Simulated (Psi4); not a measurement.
Psi4 1.11, PBE/def2-svp: W(NMe)(F)(OH)3 (C[N]=[W]([OH])([OH])([OH])[F]), 13 atoms. The geometry is a generated start, not checked to be a minimum at this level.

```json
{
  "task": "gradient",
  "method": "pbe",
  "basis": "def2-svp",
  "memory": "7 GB",
  "scf_type": "df (default)",
  "guess": "auto, which took SAD (default)",
  "diis_max_vecs": "10 (default)",
  "scf_initial_accelerator": "adiis (default)",
  "e_convergence": "1e-08 (default)",
  "d_convergence": "1e-08 (default)",
  "effective_core_potentials": "those of the basis set, past Kr",
  "basis functions (reference run)": "146",
  "grid points (reference run)": "2376787"
}
```

```xyz
13

W      0.2329     0.5216     0.6843
N     -0.5022    -0.5109    -0.5793
C     -0.9983    -1.3697    -1.6120
H     -1.8111    -0.8826    -2.1657
H     -0.2041    -1.6175    -2.3294
H     -1.3886    -2.3090    -1.2001
F     -1.2967     1.4828     1.4596
O      0.5295     2.2238    -0.1420
H     -0.0372     2.9242    -0.4882
O      2.1225     0.3724     0.6806
H      2.9778     0.4416     0.2419
O      0.2392    -0.3683     2.3310
H      0.1362    -0.9086     3.1193
```
Charge 0, spin multiplicity 1.

Differences are taken against the run with dft_radial_points = 200, dft_spherical_points = 974, dft_pruning_scheme = none (default); no run here is proven converged. One run each, on a shared machine, so no times are given.

Settings tried, all else as in the reference:
- dft_radial_points = 35, dft_spherical_points = 110
- dft_radial_points = 99, dft_spherical_points = 590
- dft_radial_points = 99, dft_spherical_points = 590, dft_pruning_scheme = treutler
- dft_radial_points = 25, dft_spherical_points = 50
- dft_radial_points = 75 (default), dft_spherical_points = 434
- dft_radial_points = 75 (default), dft_spherical_points = 302 (default)
- dft_radial_points = 150, dft_spherical_points = 770
- dft_radial_points = 50, dft_spherical_points = 194
- dft_radial_points = 75 (default), dft_spherical_points = 302 (default), dft_pruning_scheme = treutler

**Question.** Which of these stay within 10 meV/atom in energy, 100 meV/Å in forces (largest component) of the reference run?

**Answer.** Within it: dft_radial_points = 150, dft_spherical_points = 770; dft_radial_points = 99, dft_spherical_points = 590, dft_pruning_scheme = treutler; dft_radial_points = 99, dft_spherical_points = 590; dft_radial_points = 75 (default), dft_spherical_points = 302 (default), dft_pruning_scheme = treutler; dft_radial_points = 75 (default), dft_spherical_points = 302 (default); dft_radial_points = 75 (default), dft_spherical_points = 434; dft_radial_points = 50, dft_spherical_points = 194; dft_radial_points = 35, dft_spherical_points = 110. Outside: dft_radial_points = 25, dft_spherical_points = 50.

```tsv
setting	grid points	energy against the reference	difference in forces (largest component)
the reference	2376787	—	—
dft_radial_points = 150, dft_spherical_points = 770	1416992	under 0.001 meV/atom	1.3 meV/Å
dft_radial_points = 99, dft_spherical_points = 590, dft_pruning_scheme = treutler	403437	−0.0025 meV/atom	4.1 meV/Å
dft_radial_points = 99, dft_spherical_points = 590	720045	−0.0091 meV/atom	4.1 meV/Å
dft_radial_points = 75 (default), dft_spherical_points = 302 (default), dft_pruning_scheme = treutler	164901	+0.033 meV/atom	7.7 meV/Å
dft_radial_points = 75 (default), dft_spherical_points = 302 (default)	280541	+0.027 meV/atom	8.6 meV/Å
dft_radial_points = 75 (default), dft_spherical_points = 434	402873	+0.0051 meV/atom	8.9 meV/Å
dft_radial_points = 50, dft_spherical_points = 194	121881	−0.48 meV/atom	16 meV/Å
dft_radial_points = 35, dft_spherical_points = 110	48495	+3.7 meV/atom	50 meV/Å
dft_radial_points = 25, dft_spherical_points = 50	15752	+45 meV/atom	590 meV/Å
```

Total energies are compared; such shifts often cancel in part in energy differences. The gradients leave out the derivatives of the grid weights. No test of the SCF solution's stability was run. Also tried and not ranked: dft_radial_points = 75 (default), dft_spherical_points = 302 (default), dft_pruning_scheme = robust (same energy as a listed run); dft_radial_points = 99, dft_spherical_points = 590, dft_pruning_scheme = robust (same energy as a listed run). The tolerance is a choice made for this comparison.
